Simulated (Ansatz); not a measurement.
Where the default PAW files enter, the runs use the earlier of Ansatz's two default sets.

The decay constant κ of evanescent states in the gap governs leakage through a thin film.

Here is the system:

```
Ga2O3
1.0
    4.89745     0.00000     0.00000
   -2.44873     4.24132     0.00000
    2.44873     1.41377     4.39388
Ga O
4 6
Direct
  0.28882   0.14441   0.56677
  0.71118   0.85559   0.43323
  0.71118   0.35559   0.93323
  0.28882   0.64441   0.06677
  0.80316   0.55316   0.25000
  0.19684   0.44684   0.75000
  0.19684   0.25000   0.25000
  0.80316   0.75000   0.75000
  0.50000   0.94684   0.25000
  0.50000   0.05316   0.75000
```

Space group of this cell: R-3c, corundum. The cell is strained (all lengths scaled by 0.98); by r2SCAN its mean pressure is 14.5 GPa.

Transport runs along the normal of the first two printed cell vectors, the (001) plane of the conventional cell.

The gap is the functional's own. No spin-orbit coupling. Mid-gap values are interpolated on the energy grid.

Estimate the band gap and the smallest decay constant κ at mid-gap that r2SCAN (Ansatz, a quantum-chemistry and plane-wave program) returns for this system.

Gap 4.21 eV on a 8×8×8 mesh; κ = 0.281 1/Å, at the zone centre.
